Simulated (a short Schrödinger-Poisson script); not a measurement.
Stack: MOS inversion layer, Al2O3 on p-type Si(100), at 300 K.

From the gate side: 2.2 nm Al2O3; 540 nm Si, acceptors 6.2e17 cm⁻³.

Constants are typed, rounded textbook-type inputs, not results; the design itself was drawn at random and stands for no fabricated device. Al2O3: permittivity 9, conduction-band edge (eV) 2.7, gap (eV) 6.8, electron mass (mₑ) 0.3. Si: permittivity 11.7, conduction-band edge (eV) 0, gap (eV) 1.124, Nv at 300 K (cm⁻³) 3.1e19.

Channel valleys (confinement mass, in-plane density-of-states mass, number): Δ2 0.916, 0.19, 2; Δ4 0.19, 0.417, 4. At the gate the conduction-band edge of layer 1 lies 3.29 eV − eVg above the Fermi level of the channel; the field vanishes at the back. Gaps are held at their typed values at every temperature. Mesh 0.03 nm at interfaces.

Solved with a short Schrödinger-Poisson script written for these runs: 1D Poisson equation in equilibrium, electrons quantum, Hartree (BenDaniel-Duke, 12 states a valley, the channel's in-plane mass for all, wave functions ending at the dielectric), parabolic valleys, classical holes, full ionisation, no traps, pinning or gate leakage.

| Vg (V) | electrons (cm⁻²) | C (μF/cm²) | Δ2 E0 (meV from the Fermi level) | Δ4 E0 (meV from the Fermi level) |
|---|---|---|---|---|
| 0.6 | 2.27e9 | 0.237 | 203.6 | 267.6 |
| 0.65 | 1.25e10 | 0.282 | 158.9 | 224.2 |
| 0.7 | 6.36e10 | 0.499 | 116.5 | 183.1 |
| 0.75 | 2.42e11 | 1.01 | 81.1 | 149.4 |
| 0.8 | 6.07e11 | 1.52 | 56.0 | 126.7 |
| 0.85 | 1.12e12 | 1.84 | 38.6 | 112.1 |
| 0.9 | 1.71e12 | 2.03 | 25.7 | 102.1 |
| 0.95 | 2.36e12 | 2.16 | 15.4 | 94.7 |
| 1 | 3.04e12 | 2.25 | 6.7 | 88.9 |
| 1.05 | 3.75e12 | 2.32 | -0.9 | 84.1 |
| 1.1 | 4.48e12 | 2.37 | -7.8 | 80.1 |
| 1.15 | 5.22e12 | 2.41 | -14.1 | 76.6 |
| 1.2 | 5.98e12 | 2.45 | -20.1 | 73.5 |
| 1.25 | 6.75e12 | 2.48 | -25.6 | 70.7 |
| 1.3 | 7.52e12 | 2.51 | -31.0 | 68.1 |
| 1.35 | 8.31e12 | 2.53 | -36.1 | 65.6 |
| 1.4 | 9.10e12 | 2.55 | -41.1 | 63.4 |

Gate voltages with under 1e9 electrons/cm² are left out.

Q: At Vg = 1.4 V the lowest Δ2 subband lies at -41.1 meV from the Fermi level. How many electrons does it hold, and what share of all?

A: The two-dimensional density of states is g m/(πħ²) = 1.59e11 cm⁻² meV⁻¹ (both spins), kT = 25.9 meV, so n = D kT ln(1 + exp(−E/kT)) = 7.28e12 cm⁻², 0.80 of the 9.10e12 cm⁻² in all.

Q: Compare the slope of the sheet density between 1.3 and 1.4 V with the geometric capacitance of the layers between gate and channel.

A: q Δn/ΔV = 2.53 μF/cm²; ε0/Σ(t/ε) = 3.62 μF/cm². The ratio is 0.70: the channel acts as a further capacitance in series.
